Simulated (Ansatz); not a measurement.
The starting structures come from a database of crystals and need not be the phases stable at ambient conditions.

 Where the default PAW files enter, the runs use the earlier of Ansatz's two default sets.

Here is the system:

```xyz
12
Lattice="3.5915 0.0000 0.0000 0.0000 6.7043 0.0000 0.0000 -3.3522 5.8061" Properties=species:S:1:pos:R:3 pbc="T T T"
Sr     1.7958     0.0000     3.8707
Sr     1.7958     3.3522     1.9354
H      0.0000     2.2762     3.9424
H      0.0000     2.1520     0.0000
H      0.0000    -1.0760     1.8637
N      1.7958     0.0000     0.0000
O      1.7958     0.6343     1.0986
O      1.7958     2.0836     5.8061
O      1.7958    -2.7179     4.7075
O      0.0000     1.7881     3.0970
O      0.0000     3.1282     0.0000
O      0.0000    -1.5641     2.7091
```

Space group of this cell: P-62m. The cell is taken as given; by r2SCAN its mean pressure is -3.9 GPa.

Transport runs along the normal of the first two printed cell vectors, the (100) plane of the conventional cell.

The gap is the functional's own. No spin-orbit coupling. Mid-gap values are interpolated on the energy grid.

Question: Predict the band gap and the smallest decay constant κ at mid-gap from r2SCAN in Ansatz (a first-principles code).

Answer: Gap 3.37 eV on a 8×6×6 mesh; κ = 0.451 1/Å, at the zone centre.
